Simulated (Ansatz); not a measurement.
**Pt on the 1x1 (111) surface of fcc Au (the real clean face reconstructs), one in a 2x2 cell, started at the site 'bridge Au-Au (span 2.9 Å)'**

The numbers are results of PBE (plane waves to 420 eV, PAW; Ansatz, an electronic-structure program), not measurements.

Set-up: 17 atoms, 7.2 Å thick at the start under the adsorbate (thin: gaps and levels are the slab's own); mesh 6x6x1; 0.1 eV smearing; dipole correction on; 8 atoms held, the rest relaxed; symmetry of the start imposed; spin-polarised, no spin-orbit, no U, no dispersion correction. The starting moment vanished. At the end it is bonded to 3 Au. In PBE it is, or lies within 0.03 eV of, the lowest of the starts that converged.

The adsorption energy against an atom of fcc Pt is 1.85 eV and the work function of the top face is 4.70 eV. The change of the work function is -0.43 eV and the change of the step from the bottom to the top vacuum level, against the clean slab is -0.42 eV. The energy released by relaxation is 0.75 eV, the height of the binding atom over the mean of the host atoms within 0.3 Å of the top one comes out as 1.958 Å and the magnetic moment of the cell comes out as 0.00 μB. The nearest host atoms of the binding atom comes out as Au at 2.62 Å, Au at 2.62 Å, Au at 2.62 Å. The largest move of a host atom is 0.07 Å. The note is in the relaxation the adsorbate left its starting site by 0.8 Å. The cost is around 80 core-minutes (rough).

A negative adsorption energy means that the adsorbate is more stable on the surface than in its reference.
